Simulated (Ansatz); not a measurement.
Results of r²SCAN0 (plane waves, PAW; Ansatz, an electronic-structure program) for stishovite (SiO2).

Run with plane-wave cutoff 520 eV, 6×6×8 k mesh (along the axes of the cell as run), Fermi–Dirac smearing 0.01 eV, scalar-relativistic PAW data made under PBE.

Cell (measured lattice):

```cif
data_O4Si2
_chemical_formula_sum 'Si2 O4'
_space_group_name_H-M_alt 'P 1'
_space_group_IT_number 1
_cell_length_a 4.17900
_cell_length_b 4.17900
_cell_length_c 2.66490
_cell_angle_alpha 90.000
_cell_angle_beta 90.000
_cell_angle_gamma 90.000
loop_
_space_group_symop_operation_xyz
  'x, y, z'
loop_
_atom_site_label
_atom_site_type_symbol
_atom_site_fract_x
_atom_site_fract_y
_atom_site_fract_z
_atom_site_occupancy
Si1 Si 0.00000 0.00000 0.00000 1
Si2 Si 0.50000 0.50000 0.50000 1
O1 O 0.30566 0.30566 0.00000 1
O2 O 0.80566 0.19434 0.50000 1
O3 O 0.19434 0.80566 0.50000 1
O4 O 0.69434 0.69434 0.00000 1
```

Estimate the band gap that the calculation returns.


band gap: 9.14 eV (on the SCF k mesh) (direct)

Note: cell and atoms aren't relaxed at this level (largest force component 0.11 eV/Å, pressure -6.1 GPa).

The computed numbers hold no vibrational or temperature effects.
